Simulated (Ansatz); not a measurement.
Start from ZrC in the rock salt structure (space group Fm-3m, No. 225; a = 4.6691 Å; relaxed with 0.1 eV smearing). Axes: x, y, z lie along the cube axes.

Computed with plane-wave PAW DFT at the PBEsol level (Ansatz, a first-principles code, 420 eV), no SOC.

The change: the cell is compressed by 3.00 % along z with no lateral relaxation, atoms relaxed at fixed cell.

Question: Predict the stress tensor and what it implies for the stiffness.

Answer: Stress of the strained cell less that of the base (GPa, compression positive):
```
    3.4     0.0     0.0
    0.0     3.4     0.0
    0.0     0.0    17.5
```

Then −Δσ_ii/ε with ε = -0.0300 gives secant stiffness values (nonlinear terms included at this strain): C33 ≈ 582 GPa, C13 ≈ 113 GPa and C23 ≈ 113 GPa.

As a check, the harmonic strain energy −½ V₀ Δσ:ε is 21 meV/atom; the computed energy rise is 20 meV/atom.

Stability against distortions was not tested. The final runs are not spin-polarised.
